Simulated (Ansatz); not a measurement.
The starting structures come from a database of crystals and need not be the phases stable at ambient conditions.

 Where the default PAW files enter, the runs use the earlier of Ansatz's two default sets.

Inside the gap of an insulator the Bloch states are evanescent, with a wavenumber k + iκ along the transport direction.

Input:

```yaml
crystal:
  lattice:
    - [7.31930, 0.12415, 0.12217]
    - [0.85439, 9.69462, -0.04058]
    - [1.04751, -0.07602, 3.89405]
  atoms:
    - { symbol: Te, position: [0.94611, 0.28452, 0.02694] }
    - { symbol: Te, position: [0.05389, 0.71548, 0.97306] }
    - { symbol: Te, position: [0.43658, 0.34131, 0.78171] }
    - { symbol: Te, position: [0.56342, 0.65869, 0.21829] }
    - { symbol: Te, position: [0.24379, 0.03978, 0.37811] }
    - { symbol: Te, position: [0.75621, 0.96022, 0.62189] }
    - { symbol: As, position: [0.77249, 0.44831, 0.61375] }
    - { symbol: As, position: [0.22751, 0.55169, 0.38625] }
    - { symbol: As, position: [0.60070, 0.14112, 0.19965] }
    - { symbol: As, position: [0.39930, 0.85888, 0.80035] }
```

Space group of this cell: C2/m. The cell was relaxed by PBE-D3(BJ); by r2SCAN its mean pressure is 1.9 GPa.

Transport runs along the normal of the first two printed cell vectors.

No gap correction and no spin-orbit coupling; mid-gap values are interpolated between computed energies.

Task: Compute, with r2SCAN in Ansatz (a program for electronic structure), the band gap and the smallest decay constant κ at mid-gap.

Result: Gap 0.27 eV on a 8×4×8 mesh; κ = 0.052 1/Å, at (0.000, 0.250) of the in-plane reciprocal vectors. At the zone centre, at the nearest computed energy, the slowest state has κ = 0.07 1/Å.
